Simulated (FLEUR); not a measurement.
# Equation of state of hcp Os (space group 194): energy against volume (FLEUR, PBE)

```yaml
crystal:
  lattice:
    - [2.68146, 0.00000, 0.00000]
    - [-1.34073, 2.32221, 0.00000]
    - [0.00000, 0.00000, 4.24319]
  atoms:
    - { symbol: Os, position: [0.66667, 0.33333, 0.75000] }
    - { symbol: Os, position: [0.33333, 0.66667, 0.25000] }
```

Method of the run: PBE, all-electron FLAPW (FLEUR), scalar-relativistic valence (FLEUR). Settings: Kmax = 4.9 1/bohr; GmaxXC = 19.6 1/bohr; xcFunctional = pbe; jspins = 1; l_soc = F; mode = hist; fermiSmearingEnergy = 0.00183747 Htr; mesh (inpgen div1-3) = 24 24 14; inpgen gamma flag = true; Gmax = 19.6 1/bohr; numbands = 0; maxIterBroyd = 25; imix = Anderson; alpha = 0.05; precondParam = 0; minDistance = 1e-05 me/bohr^3. The cell above is the first row's. The rows scale it uniformly. In all rows fractional positions and the k mesh are held. E is the free energy at the stated smearing, counted from the lowest row.

```csv
V (Å^3/atom),E (meV/atom)
13.211,119.86
13.498,62.23
13.785,24.45
14.073,4.35
14.360,0.00
14.647,9.66
14.934,31.77
15.221,64.94
15.509,?
```

Using the third-order Birch-Murnaghan form, a cubic in V^(-2/3), estimate the missing E at V = 15.509 from the other rows, showing the fit.

With u = V^(-2/3) - 0.171, the rows have u = 0.007941, 0.005395, 0.002938, 0.000557, -0.001736, -0.003955, -0.006102, -0.008181. Least squares gives E = 1.932 + 3529.18·u + 1399651·u² + 3279704·u³. Residuals (row less fit): -0.001, 0.005, -0.015, 0.017, -0.006, -0.005, 0.003, -0.001; standard error 0.013 (degrees of freedom: 4). Its minimum lies at u = -0.001266, so V0 = (0.169734)^(-3/2) = 14.30. There d²E/du² = 2774000 and d³E/du³ = 1.968e7, so B0 = (4/9) × 14.30^(-7/3) × 2774000 × 0.160218 = 398 GPa (the last factor turns the table's units into GPa), and B0' = 4 + (2/3) × 0.169734 × (1.968e7)/2774000 = 4.8. At the withheld row, u = -0.010203, so E = 1.932 + 3529.18 × (-0.010203) + 1399651 × (-0.010203)² + 3279704 × (-0.010203)³ = 108.146 meV/atom. The calculation gives 107.94 meV/atom, 0.206 meV/atom below the prediction (0.2 % of the range of E in the table). The row lies outside the fitted rows, so this is an extrapolation. From the scatter of the fitted rows alone, a prediction at this place has a standard error of 0.031 meV/atom, so the miss is 6.7 times that.

Carrying the step between the two nearest rows on in a straight line would have given 98.23, off by 9.71; series whose last step already gives the withheld value aren't shown. The scan was laid around a cell of about the measured size, scaled by a guess for this functional; axis ratios and inner coordinates come from that cell. The runs keep the symmetry of the cell, so they don't test it for distortions. Spin polarisation is off. Values depend on the basis (sphere radii, cutoffs, local orbitals), which need not be converged. Spin-orbit coupling is off. The shape of the cell and the inner coordinates aren't relaxed, so V0 and B0 belong to this uniform scaling; a relaxed crystal lies no higher in energy and is usually softer. Cutoffs and mesh are single choices, not tested for convergence of this quantity. Series with a scatter that would blur these digits, or in which a gap closes, are not shown. Nor are scans whose minimum lies at an end fitted in this form.

Terms beyond the fitted order, or numerical noise in single rows, can give a miss of this size; the table doesn't tell which.
